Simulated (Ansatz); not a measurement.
Consider HfS₂ in the CdI2 type structure (space group P-3m1, No. 164; a = 3.547 Å, c = 5.577 Å; layered, stacked along the Cartesian z axis). Axes: x lies along a and z along c of the hexagonal cell.

Calculations: Kohn–Sham DFT with the PBEsol-D3(BJ) functional, run in Ansatz (a first-principles code) with PAW and 420 eV plane waves, without spin-orbit coupling.

For the base:

- Width of the top valence band: 2.39 eV
- Valence-band top at Γ: 0.00, -0.29, -0.29 eV
- Band gap: 0.45 eV

Now apply this change: tensile biaxial strain of 3.00 % in the plane normal to [001], as in epitaxy on a mismatched substrate; the out-of-plane cell vector and the atoms relax.

### Question
Estimate the effect on the in-plane stress, width of the top valence band, valence-band top at Γ, out-of-plane strain and band gap.

### Answer
The mean in-plane stress (compression positive) is -4.8 GPa; the width of the top valence band is nearly the same (2.39 eV against 2.40 eV); the valence-band top at Γ (three highest levels, from the VBM) becomes 0.00, -0.52, -0.52 eV (base: 0.00, -0.29, -0.29 eV); the out-of-plane strain comes out as -1.16 %; the band gap increases by 0.22 eV (0.45 eV → 0.67 eV).

With Hf present, leaving out spin-orbit coupling can change the band edges. Stability against distortions was not tested.
